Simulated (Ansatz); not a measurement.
H on the 1x1 (111) surface of fcc Pt, one in a 3x3 cell, energies for each (61.4 Å²). Energies are against ½ H2(g), without zero-point or thermal terms; each row is named by its start.

The numbers are results of PBE (plane waves to 420 eV, PAW; Ansatz, an electronic-structure program), not measurements.

Model: 37-atom slab, 6.9 Å thick at the start under the adsorbate (thin: gaps and levels are the slab's own), 4x4x1 mesh, Fermi-Dirac 0.1 eV, dipole correction, 18 atoms held, the rest relaxed; each run with such symmetry as its start has; no spin, no spin-orbit, no U, no dispersion correction.

A negative adsorption energy means that the adsorbate is more stable on the surface than in its reference. Starts that drift may end in the same place. Heights count from the host atoms within 0.3 Å of the top one.

```
starting site                           E_ads (eV)  height (Å)  nearest host atom (Å)  bonded to  Δ work function (eV)  lateral drift (Å)
--------------------------------------  ----------  ----------  ---------------------  ---------  --------------------  -----------------
top Pt                                       -0.43        1.66                Pt 1.55         Pt                 -0.09                0.0
hollow Pt-Pt-Pt over Pt at depth 2.3 Å       -0.43        0.88                Pt 1.86       3 Pt                 -0.04                0.0
hollow Pt-Pt-Pt over Pt at depth 4.6 Å       -0.48        0.86                Pt 1.86       3 Pt                 -0.04                0.0
bridge Pt-Pt (span 2.8 Å)                    -0.48        0.87                Pt 1.86       3 Pt                 -0.04                0.8
```
